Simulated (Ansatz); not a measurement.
Consider this model of amorphous Si24O48W.

```xyz
73
Lattice="10.0628 -0.1099 -0.0920 -0.1096 10.2874 -0.2572 -0.0944 -0.2572 10.6751" Properties=species:S:1:pos:R:3 pbc="T T T"
Si     7.0824     7.8356     8.4281
Si     4.3777     7.1834     9.7000
Si     5.8453     2.4390     3.8656
Si     3.2755     3.0269     7.7954
Si     1.7243     2.9075    10.2061
Si     4.2218     4.1198    10.2489
Si     2.0065     7.9758     7.9659
Si     1.5518     0.6786     7.1300
Si     3.7401     4.5188     4.9851
Si     1.3267     0.7739     4.1046
Si     7.3372     7.2390     3.9828
Si     0.7814     3.9441     4.0339
Si     0.7353     0.3889     9.3981
Si     0.5318     5.9338     9.5529
Si    -0.0084     8.5312     2.9047
Si     8.0328     5.0156     8.0184
Si     4.2630    -0.0604     4.0240
Si     7.5034     1.5889     1.3764
Si     9.5194     3.6507     1.3354
Si     4.9692     7.9189     2.0980
Si     8.0044     4.3085     5.0973
Si     8.6878     9.2146     0.2152
Si     7.0790     4.0004    -0.0627
Si     7.3595     9.5834     5.9252
O      4.2373     6.0448     5.0292
O      3.0725     8.0145     9.1956
O      5.5119     7.5029     8.5928
O      9.5392     4.8828     8.5921
O      1.3456     7.8602     3.4537
O      7.7548     6.5739     7.6695
O      5.2624     1.1020     4.6189
O      5.6110     4.3661     0.5471
O      7.3160     9.1944     7.5554
O      7.7768     7.9730     9.9053
O      9.6277     4.2458     4.9262
O      0.4085     4.4528     2.5291
O      1.5381     9.6628     8.0263
O      7.4354     5.6726     4.4346
O      3.6553     3.9019     6.5074
O      9.6227     9.8286     9.9323
O      5.0200     7.8886     0.4653
O      0.3360     3.4491     0.0909
O      6.4179     7.3622     2.6485
O      6.2360     1.9505     2.3416
O      0.9507     2.3366     4.0987
O      1.1858     0.2224     5.6630
O      3.0248     3.8020     0.4157
O      7.2326     2.3561    -0.0654
O      2.9345     1.5089     7.2361
O      1.8303     1.2485    10.2296
O      0.1321    10.1757     3.0453
O      2.3685     7.6197     6.4888
O      8.2678     4.6107     0.8954
O      7.7700    -0.0078     1.1772
O      0.2948     1.2560     8.0541
O      1.9198     3.4659     8.6529
O      0.6639     7.2389     8.5106
O      4.8742     9.5203     2.4984
O      3.9402     5.6096     9.6769
O      7.7345     4.1646     6.6863
O      4.4406     3.1027     8.9429
O      9.5849     8.3062     1.2222
O      2.1849     4.6521     4.4356
O      7.0227     4.4213     9.1499
O      8.9013     2.2575     1.9373
O      6.7963     8.1710     5.2195
O      4.6626     3.5699     4.0142
O      8.8334     7.8020     3.6776
O      3.7099     7.1069     2.6542
O      7.2398     3.0123     4.4705
O      3.7779     9.1599     4.9548
O      2.8464     0.6375     3.5539
W      2.9682     7.4613     4.5099
```

Method: PBE, scalar-relativistic without spin-orbit coupling (plane waves to 420 eV, PAW; Ansatz, a first-principles code). The usual formal charges leave 6 electrons over, so the level spacing at the Fermi energy parts defect or band states and needn't be the band gap. In the spin-polarised cell the level spacing at the Fermi energy can part levels of unlike spin.

A CHGNet melt-quench gave the starting glass, which DFT then relaxed. O atoms were pushed apart under 1.9 Å during the dynamics, to hinder bonds among them. The hot cell started wider than the set density and was brought back towards it in steps. It is the lowest in DFT energy of 2 quenches. It is a model cell: composition and starting density were chosen by hand, and all elements were melted together. No dispersion term was used. Its density started from a set value of 2.44 and ended at 2.45 g/cm³. Cooling (nominally 400 K/ps over its main leg) ran many orders faster than in experiment, which tends to leave more defects and strain. Values belong to this one cell and scatter from quench to quench. The volume was held where the preparation left it and the shape relaxed, at a PBE pressure of 1.5 GPa. Stress components on the final sampling reach 1.7 GPa. Cycles of charging lowered its energy after that relaxation.

Neighbours within Si-Si 2.60 Å, Si-O 1.92 Å, Si-W 2.74 Å, O-O 1.58 Å, O-W 2.51 Å, W-W 3.04 Å count as bonded. Two cations that share two anions don't count as bonded, nor two that share one unless they lie closer than Si-Si 2.38 Å, Si-W 2.66 Å, W-W 2.95 Å.

### Question
Give the coordination numbers, mean bond lengths and angles.

### Answer

| Quantity | Value |
|---|---|
| Mean coordination of Si by anions | 3.83 (2 with 2, 22 with 4) |
| Mean coordination of O | 2.02 (47 with 2, 1 with 3) |
| Mean coordination of W by anions | 5.00 (1 with 5) |
| Mean Si-O bond | 1.636 Å (spread 0.030 Å, 92 counted) |
| Mean O-W bond | 1.997 Å (spread 0.049 Å, 5 counted) |
| Bond angle at Si | mean 109.2°, spread 5.2° |
| Bond angle at O | mean 136.6°, spread 17.5° |
| Bond angle at W | mean 107.3°, spread 28.2° |

### Question
Which atoms depart from the most common coordination of their element?

### Answer
Si14 has 2 (O28 1.66 Å, O57 1.68 Å); Si24 has 2 (O66 1.68 Å, O33 1.68 Å); O37 has 3 (Si8 1.74 Å, Si7 1.75 Å, Si13 1.76 Å).

### Question
List the pairs of like atoms that count as bonded by the rules above.

### Answer
There are none by these rules.
